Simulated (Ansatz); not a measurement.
A computed series for AlP: carrier doping

Start from AlP in the zinc blende structure (space group F-43m, No. 216).

```
AlP
1.0
    0.00000     2.75367     2.75367
    2.75367     0.00000     2.75367
    2.75367     2.75367     0.00000
P Al
1 1
Direct
  0.25000   0.25000   0.25000
  0.00000   0.00000   0.00000
```

Carriers are added at fixed cell with a uniform background; the Fermi–Dirac width is that of 300 K.

Calculations: Ansatz (a first-principles code), PBE, PAW, cutoff 420 eV, scalar-relativistic without spin-orbit coupling, earlier PAW set.

Notes on the quantities. Fermi level from band edge: Fermi level relative to the doped band's edge (positive inside the band; to 0.05 eV).

```json
[
 {"change": "undoped", "gap between the host's bands": "1.63 eV", "Fermi level from band edge": "–"},
 {"change": "electrons 7.0×10^20 cm⁻³", "gap between the host's bands": "1.62 eV", "Fermi level from band edge": "+0.30 eV"},
 {"change": "electrons 1.5×10^21 cm⁻³", "gap between the host's bands": "1.60 eV", "Fermi level from band edge": "+0.50 eV"},
 {"change": "electrons 2.0×10^21 cm⁻³", "gap between the host's bands": "1.59 eV", "Fermi level from band edge": "+0.55 eV"},
 {"change": "electrons 5.0×10^21 cm⁻³", "gap between the host's bands": "1.54 eV", "Fermi level from band edge": "+0.95 eV"},
 {"change": "holes 7.0×10^20 cm⁻³", "gap between the host's bands": "1.66 eV", "Fermi level from band edge": "+0.10 eV"},
 {"change": "holes 1.5×10^21 cm⁻³", "gap between the host's bands": "1.69 eV", "Fermi level from band edge": "+0.20 eV"},
 {"change": "holes 2.0×10^21 cm⁻³", "gap between the host's bands": "1.71 eV", "Fermi level from band edge": "+0.25 eV"},
 {"change": "holes 5.0×10^21 cm⁻³", "gap between the host's bands": "1.82 eV", "Fermi level from band edge": "+0.40 eV"}
]
```

Carriers are added with a uniform compensating background; total energy and stress of such cells depend on the potential's zero and are not compared; many-body gap narrowing is missing at this level. Stability against distortions was not tested.
